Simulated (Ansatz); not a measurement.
Worked example: self-consistent single point of ScF3 (R3, 4 atoms in the cell) in Ansatz (a program for electronic structure).

Method: LDA (PW92), default PAW files made with PBE (plane waves; Ansatz).

The change in words: lattice scaled by 0.98; basis.ecutrho_ratio: default → 4. Reference geometry:
```xyz
4
Lattice="2.8654 1.6543 2.3381 -2.8654 1.6543 2.3381 0.0000 -3.3087 2.3381" Properties=species:S:1:pos:R:3 pbc="T T T"
Sc     0.0000     0.0000     0.0500
F      1.4272    -2.4719     3.5072
F      1.4272     2.4719     3.5072
F     -2.8544     0.0000     3.5072
```

Reference input (self-consistent single point, DFT, LDA (PW92), plane waves, default PAW files made with PBE): basis.ecutwfc = 420 eV; kpoints.mp_grid.grid = 6 6 6; hamiltonian.xc = lda; hamiltonian.pseudopotentials = {kind: paw} (the program's default PAW files); scf.occupations.method = fixed. This run's input differs from it in these lines:

Ansatz 0.2 input:
```diff
@@ -3,5 +3,5 @@
   lattice:
-    - [2.86541100, 1.65434500, 2.33814000]
-    - [-2.86541100, 1.65434500, 2.33814000]
-    - [0.00000000, -3.30869100, 2.33814000]
+    - [2.80810300, 1.62125800, 2.29137700]
+    - [-2.80810300, 1.62125800, 2.29137700]
+    - [0.00000000, -3.24251700, 2.29137700]
   atoms:
@@ -13,2 +13,3 @@
   ecutwfc: 420.0
+  ecutrho_ratio: 4
 kpoints:
```

The program printed (abridged):

```
SCF iter   1: F=—  HF=-4477.833467 eV  |F-HF|=—  |Δ(HF+E_count)|=         —  Δρ=1.84e-2  dr2=1.53e-1  ethr=1.77e-3  ⟨swp⟩=3.4  Hψ=3293  notcnv=0  defer=50
all-band conjugate gradients solve this SCF's bands
preconditioner: auto → Resta (q_TF=auto, 2.440 Å⁻¹)
SCF iter   2: F=—  HF=-4477.793953 eV  |F-HF|=—  |Δ(HF+E_count)|=   3.95e-2  Δρ=5.87e-3  dr2=8.33e-3  ethr=4.77e-4  ⟨swp⟩=2.0  Hψ=1565  notcnv=0  defer=63
SCF iter   3: F=—  HF=-4477.791493 eV  |F-HF|=—  |Δ(HF+E_count)|=   2.46e-3  Δρ=1.95e-3  dr2=1.29e-3  ethr=2.60e-5  ⟨swp⟩=2.0  Hψ=1257  notcnv=0  defer=63
SCF iter   4: F=—  HF=-4477.791107 eV  |F-HF|=—  |Δ(HF+E_count)|=   3.86e-4  Δρ=3.16e-4  dr2=4.82e-5  ethr=4.03e-6  ⟨swp⟩=2.4  Hψ=1466  notcnv=0  defer=74
SCF iter   5: F=—  HF=-4477.791103 eV  |F-HF|=—  |Δ(HF+E_count)|=   3.84e-6  Δρ=3.89e-5  dr2=1.26e-6  ethr=1.51e-7  ⟨swp⟩=2.0  Hψ=1188  notcnv=0  defer=2
SCF iter   6: F=—  HF=-4477.791104 eV  |F-HF|=—  |Δ(HF+E_count)|=   1.53e-6  Δρ=1.31e-5  dr2=1.31e-7  ethr=3.13e-10  ⟨swp⟩=6.5  Hψ=3662  notcnv=0
SCF iter   7: F=-4477.791104 eV  HF=-4477.791104 eV  |F-HF|=1.77e-8  |Δ(HF+E_count)|=   1.15e-7  Δρ=2.86e-6  dr2=6.29e-9  ethr=3.13e-10  ⟨swp⟩=5.0  Hψ=3130  notcnv=0
SCF 1 converged in 7 iterations: F = -4477.791104 eV  dr2 = 6.29e-9
Free energy (F): -4477.791104 eV
Internal energy: -4477.791104 eV  (E = F + TS)
E sigma→0 (E₀):  -4477.791104 eV
Fermi energy:    -0.366497 eV
--- Forces (eV/Å), atoms counted from 1 ---
  atom   1  Sc     0.00000000     0.00000004    -0.49557090
  atom   2  F      0.20163701     0.10331711     0.16519609
  atom   3  F     -0.19029375     0.12296420     0.16519609
  atom   4  F     -0.01134326    -0.22628134     0.16519607
--- Stress (GPa, compression-positive) ---
        0.361406       0.000000      -0.000000
       -0.000000       0.361406       0.000000
       -0.000000       0.000000       0.284580
  P = ⅓ Tr σ = 0.3358 GPa (3.358 kbar)
  The stress holds the Pulay correction. Without it, at fixed plane waves, as pw.x and ABINIT print it: P = -0.4489 GPa
```

The run converged in 7 iterations. Against the reference run the free energy goes down by 16.2 meV/atom, the pressure goes from -5.38 to 0.34 GPa, the largest force goes from 0.354 to 0.496 eV/Å and the gap on the mesh goes from 6.089 to 6.397 eV.

The starting cell comes from a database of computed structures (which also holds hypothetical and non-ambient phases and stackings), without a prior relaxation at this level. Its lattice was rescaled by up to half a per cent. One atom was moved a little off its site on purpose. For this run, on top of that: lattice scaled by 0.98. Ansatz's pressure includes its estimate of the finite-basis (Pulay) stress. Without the estimate this run gives -0.45 GPa.
